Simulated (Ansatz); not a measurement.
Take InSe in the beta-GaS type structure (space group P6_3/mmc, No. 194; a = 3.953 Å, c = 16.309 Å; layered, stacked along the Cartesian z axis) as the base. Axes: x lies along a and z along c of the hexagonal cell.

The change: the symmetric strain tensor [-0.0020 -0.0048 -0.0097; -0.0048 -0.0019 0.0160; -0.0097 0.0160 -0.0058], atoms relaxed at fixed cell.

Levels (all Ansatz, a program for electronic structure, PAW): PBEsol-D3(BJ) (420 eV, no SOC); r2SCAN (500 eV, no SOC); HSE06 (420 eV, without spin-orbit coupling).

At the geometry relaxed with PBEsol-D3(BJ), these levels gave the following band gaps, in shuffled order: (a) 0.42 eV, (b) 0.96 eV, (c) 1.27 eV.

Problem. Match each gap to its level.

Solution. (a) PBEsol-D3(BJ); (b) r2SCAN; (c) HSE06.

Single points use the geometry relaxed with PBEsol-D3(BJ). No phonon test of stability was made.
